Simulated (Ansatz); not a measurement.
# RuIn (model structure, started from the CoSn type, P6/mmm, No. 191, 6 atoms in the cell)

Level of theory: LDA (PAW; Ansatz, a program for electronic structure).

Numerical settings: plane-wave cutoff 520 eV, 12×12×12 k mesh, Fermi–Dirac smearing 0.05 eV, no spin polarisation, scalar-relativistic PAW data made under PBE.

Cell (relaxed at this level):

```xyz
6
Lattice="5.4036 0.0000 0.0000 -2.7018 4.6797 0.0000 0.0000 0.0000 4.4745" Properties=species:S:1:pos:R:3 pbc="T T T"
Ru    -1.3509     2.3398     0.0000
Ru     2.7018     0.0000     0.0000
Ru     1.3509     2.3398     0.0000
In     2.7018     1.5599     2.2373
In     0.0000     3.1198     2.2373
In     0.0000     0.0000     0.0000
```

For RuIn (model structure, started from the CoSn type, P6/mmm, No. 191, 6 atoms in the cell), the bulk modulus comes out as 157 GPa.

Note: the run has no spin polarisation, so it can have missed a magnetic state; the bulk modulus is −V dP/dV from two relaxed cells at ±2 % in volume; the relaxation could raise the start's symmetry but not lower it, so the cell can be a saddle point.

Spin–orbit coupling is not included.

The computed numbers hold no vibrational or temperature effects.

Computing time: very roughly 2.4 core-minutes.

A model structure was made by putting elements into a prototype or built by hand; it is no filed structure, need not be a known phase, and can be a saddle point held by its symmetry.
